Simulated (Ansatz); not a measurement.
GaN under a change: biaxial strain −2.40 %, plane normal [001], relaxed out of plane

Consider GaN in the wurtzite structure (space group P6_3mc, No. 186; a = 3.152 Å, c = 5.138 Å). Axes: x lies along a and z along c of the hexagonal cell.

The change: compressive biaxial strain of 2.40 % in the plane normal to [001], as in epitaxy on a mismatched substrate; the out-of-plane cell vector and the atoms relax.

Method: DFT with LDA, PAW potentials and a 420 eV plane-wave cutoff in Ansatz (a quantum-chemistry and plane-wave program), without spin-orbit coupling. Settings: 12×12×7 k-points, 0.05 eV Fermi–Dirac smearing.

The volume per atom drops by 0.40 Å³ (11.05 Å³ → 10.65 Å³) and the shortest interatomic distance drops by 2.67 pm (192.7 pm → 190.1 pm). The pressure (mean of the normal stresses, compression positive) goes from zero to 7.95 GPa and the band gap increases by 0.06 eV (2.13 eV → 2.19 eV). The gap character remains direct at Γ and the width of the top valence band increases by 0.27 eV to 3.19 eV. The electron mass changes from 0.18 mₑ along c, 0.20 mₑ across (at Γ) to 0.17 mₑ out of plane, 0.22 mₑ in plane (at Γ) and the valence-band top at Γ (three highest levels, from the VBM) becomes 0.00, 0.00, -0.32 eV (base: 0.00, 0.00, -0.05 eV). The out-of-plane strain comes out as +1.20 % and the ratio −ε⊥/ε∥ comes out as 0.50. The mean in-plane stress (compression positive) comes out as +11.9 GPa.

Effective masses come from finite differences of ±0.01 Å⁻¹. Whether these cells are dynamically stable was not tested.
